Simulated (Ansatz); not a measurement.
NiGe (Pnma, No. 62, 8 atoms in the cell; start mp-1099) was calculated with LDA (Ansatz, a first-principles code, plane waves, PAW).

Settings: plane-wave cutoff 520 eV, 10×16×10 k mesh (along the axes of the cell as run), Fermi–Dirac smearing 0.05 eV, no spin polarisation, scalar-relativistic PAW data made under PBE.

Cell (relaxed at this level):

```
CELL_PARAMETERS angstrom
      5.25329     0.00000     0.00000
      0.00000     3.41258     0.00000
      0.00000     0.00000     5.68330
ATOMIC_POSITIONS crystal
  Ni 0.50698 0.25000 0.68995
  Ni 0.49302 0.75000 0.31005
  Ni 0.99302 0.75000 0.18995
  Ni 0.00698 0.25000 0.81005
  Ge 0.68980 0.25000 0.08869
  Ge 0.31020 0.75000 0.91131
  Ge 0.81020 0.75000 0.58869
  Ge 0.18980 0.25000 0.41131
```

Q: Give the computed bulk modulus B0.

A: 
* **bulk modulus B0**: 165 GPa

Note: the run has no spin polarisation, so it can have missed a magnetic state; the bulk modulus is −V dP/dV from two relaxed cells at ±2 % in volume; the relaxation could not lower the start's symmetry, so the cell can be a saddle point above a distorted one.

A start named mp-… is a Materials Project structure, which need not be a measured phase.
